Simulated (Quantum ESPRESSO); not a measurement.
Effort and miss along a sweep of K_POINTS: BaZn (Pm-3m, 2 atoms in the cell)

```
BaZn
1.0
    4.12419     0.00000     0.00000
    0.00000     4.12419     0.00000
    0.00000     0.00000     4.12419
Ba Zn
1 1
Cartesian
  0.00000   0.00000   0.00000
  2.06209   2.06209   2.06209
```

Method: LDA (PZ), GBRV 1.5 ultrasoft (LDA) pseudopotentials (plane waves; Quantum ESPRESSO).

Base settings: ecutwfc = 50 Ry; ecutrho = 250 Ry; occupations = smearing; smearing = fermi-dirac; degauss = 0.0073499 Ry; potentials = {Ba: ba_lda_v1.uspp.F.UPF, Zn: zn_lda_v1.uspp.F.UPF}; K_POINTS = automatic 7 7 7 0 0 0; conv_thr = 1e-11 Ry; mixing_beta = 0.4.

Misses are taken against the tightest run, automatic 16 16 16 0 0 0, which need not be fully converged itself. The energy is the free energy per atom.

The count of work is k-points × plane waves × bands × iterations; it is no time, and leaves out set-up, grids and terms that scale otherwise. Core times come from one kind of shared machine and are given to one figure; runs under 30 s give none.

The starting cell comes from a database of computed structures (which also holds hypothetical and non-ambient phases and stackings), without a prior relaxation at this level. Its lattice was rescaled by a random factor within 2.5 % of one. In the base run, with a pressure of about -3 GPa the cell is away from its equilibrium volume at this level.

The runs (K_POINTS): automatic 1 1 1 0 0 0 | automatic 2 2 2 0 0 0 | automatic 3 3 3 0 0 0 | automatic 4 4 4 0 0 0 | automatic 7 7 7 0 0 0 | automatic 9 9 9 0 0 0 | automatic 11 11 11 0 0 0 | automatic 13 13 13 0 0 0 | automatic 16 16 16 0 0 0.

### Question
Which is the coarsest setting among those run that, with all tighter ones, holds the energy within 5 meV/atom of the reference, and what does it save?

### Answer
automatic 7 7 7 0 0 0, off by 0.18 meV/atom; it needs 0.12 of the reference's count of work and about 0.2 of the reference's time. The coarser automatic 3 3 3 0 0 0 also lies inside, but a setting between leaves the range again, so that is luck.

### Question
Which is the coarsest setting among those run that, with all tighter ones, holds the energy within 1 meV/atom of the reference, and what does it save?

### Answer
automatic 11 11 11 0 0 0, off by 0.41 meV/atom; it needs 0.36 of the reference's count of work and about 0.3 of the reference's time. The coarser automatic 3 3 3 0 0 0 also lies inside, but a setting between leaves the range again, so that is luck.

```tsv
K_POINTS	energy less reference (meV/atom)	pressure less reference (GPa)	count of work / reference	core time / reference (rough)
automatic 1 1 1 0 0 0	408.70	-1.10	0.0064	–
automatic 2 2 2 0 0 0	-269.30	-1.68	0.022	–
automatic 3 3 3 0 0 0	0.31	-0.56	0.026	0.2
automatic 4 4 4 0 0 0	6.04	-0.27	0.061	0.2
automatic 7 7 7 0 0 0	0.18	0.02	0.12	0.2
automatic 9 9 9 0 0 0	-1.93	-0.06	0.23	0.3
automatic 11 11 11 0 0 0	0.41	0.04	0.36	0.3
automatic 13 13 13 0 0 0	-0.30	-0.01	0.51	0.5
automatic 16 16 16 0 0 0	0.00	0.00	1.0	1
```

Left out of this page: 1 run of the series outside the window shown, repeating another row's setting, or not comparable.
